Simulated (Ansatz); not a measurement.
The parent structure is InP in the zinc blende structure (space group F-43m, No. 216).

```yaml
crystal:
  lattice:
    - [0.00000, 2.97990, 2.97990]
    - [2.97990, 0.00000, 2.97990]
    - [2.97990, 2.97990, 0.00000]
  atoms:
    - { symbol: P, position: [0.75000, 0.75000, 0.75000] }
    - { symbol: In, position: [0.00000, 0.00000, 0.00000] }
```

Cartesian axes are those of the cell as printed.

Computed with PBE (Ansatz, a program for electronic structure, PAW, no spin-orbit coupling), earlier PAW set.

It is then changed as follows: every lattice vector is shortened by 1.36 %; the atoms relax in the strained cell.

Q: Predict the stress tensor and what it implies for the stiffness.

A: Stress of the strained cell less that of the base (GPa, compression positive):
```
   2.69    0.00    0.00
   0.00    2.69    0.00
   0.00    0.00    2.69
```

Then B = −ΔP/(ΔV/V₀) with ΔV/V₀ = -0.0402 gives secant stiffness values (nonlinear terms included at this strain): B ≈ 67 GPa.

As a check, the harmonic strain energy −½ V₀ Δσ:ε is 9.1 meV/atom; the computed energy rise is 8.6 meV/atom.

No phonon test of stability was made.
